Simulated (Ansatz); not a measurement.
Consider N vacancy in wurtzite AlN with all lengths changed by +1 %, charge state +1. Computed with PBE, PAW (plane waves to 420 eV; Ansatz, a quantum-chemistry and plane-wave program).

Cell of 72 host sites held at the strained lattice (strain from the relaxed PBE one, atoms relaxed); a 2×2×2 k-point mesh shifted by half a step along c; Fermi-Dirac width 0.01 eV, spin-restricted; finite-size errors left in. Energies are static. The charge state is imposed; whether it is stable for some Fermi level was not computed. Forms of the defect that were not tried may lie lower.

The step: a nearby N atom hops onto the vacant site. Atoms about the jump, Cartesian Å from the middle of the jump, before and after:

| atom | x0 | y0 | z0 | x1 | y1 | z1 |
|---|---|---|---|---|---|---|
| N1 | -0.79 | 0.46 | 1.26 | 0.79 | -0.46 | -1.26 |
| Al2 | -0.85 | 0.49 | -0.65 | -0.79 | 0.46 | -0.79 |
| Al3 | 0.79 | -0.45 | 1.87 | 0.84 | -0.49 | 1.89 |
| Al4 | 2.42 | 0.49 | -0.65 | 2.37 | 0.46 | -0.67 |
| Al5 | 0.79 | -2.34 | -0.65 | 0.79 | -2.29 | -0.67 |
| N6 | 2.36 | 0.46 | 1.26 | 2.36 | 0.46 | 1.26 |
| N7 | 0.79 | -2.27 | 1.26 | 0.78 | -2.28 | 1.26 |
| Al8 | -0.79 | 2.29 | 1.87 | -0.79 | 2.34 | 1.89 |
| Al9 | -2.38 | -0.46 | 1.87 | -2.43 | -0.49 | 1.89 |
| N10 | -0.79 | 2.28 | -1.27 | -0.79 | 2.29 | -1.26 |
| N11 | -2.37 | -0.46 | -1.27 | -2.38 | -0.46 | -1.26 |

Problem. Where do these atoms stand at the saddle point, and how high is it?

Solution. 
```json
[
 {"atom": "N1", "x": "0.11", "y": "-0.06", "z": "0.24"},
 {"atom": "Al2", "x": "-0.92", "y": "0.53", "z": "-1.07"},
 {"atom": "Al3", "x": "0.95", "y": "-0.55", "z": "1.82"},
 {"atom": "Al4", "x": "2.27", "y": "0.49", "z": "-0.56"},
 {"atom": "Al5", "x": "0.71", "y": "-2.21", "z": "-0.56"},
 {"atom": "N6", "x": "2.51", "y": "0.46", "z": "1.35"},
 {"atom": "N7", "x": "0.86", "y": "-2.40", "z": "1.35"},
 {"atom": "Al8", "x": "-0.76", "y": "2.34", "z": "1.89"},
 {"atom": "Al9", "x": "-2.41", "y": "-0.52", "z": "1.89"},
 {"atom": "N10", "x": "-0.85", "y": "2.37", "z": "-1.35"},
 {"atom": "N11", "x": "-2.48", "y": "-0.45", "z": "-1.35"}
]
```
It lies 4.31 eV above the start and 4.31 eV above the end. The saddle point's order was not checked, and it lies on a symmetry element of the cell, where a band can be held.
